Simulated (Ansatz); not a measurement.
**What Sn → Be does to CsSnI3**

The reference is CsSnI$_{3}$ in the cubic perovskite structure (space group Pm-3m, No. 221; a = 6.271 Å).

It is then changed as follows: full substitution Sn → Be, then cell and atoms are relaxed.

Calculations: DFT with PBE, PAW potentials and a 420 eV plane-wave cutoff in Ansatz (an electronic-structure program), without spin-orbit coupling, earlier PAW set. Γ-centred 9×9×9 mesh, Fermi–Dirac width 0.05 eV, for the changed cell.

The volume per atom drops by 14.14 Å³ (49.33 Å³ → 35.19 Å³) and the density rises by 0.675 g/cm³, from 4.26 g/cm³ to 4.93 g/cm³. The lattice parameter a drops by 0.668 Å (6.271 Å → 5.603 Å) and the space group is still Pm-3m (No. 221). The band gap becomes zero (base: 0.45 eV).

Spin-orbit coupling, missing from the scalar runs, can matter with I. Stability against distortions was not tested. As relaxed here, CsBeI3 is a hypothetical phase, not in the database extracts checked. All final runs are without spin polarisation. Many cubic perovskites are stable only at high temperature; tilts and polar distortions were not tested. The zero or small gap of CsBeI3 can change with the level of theory.
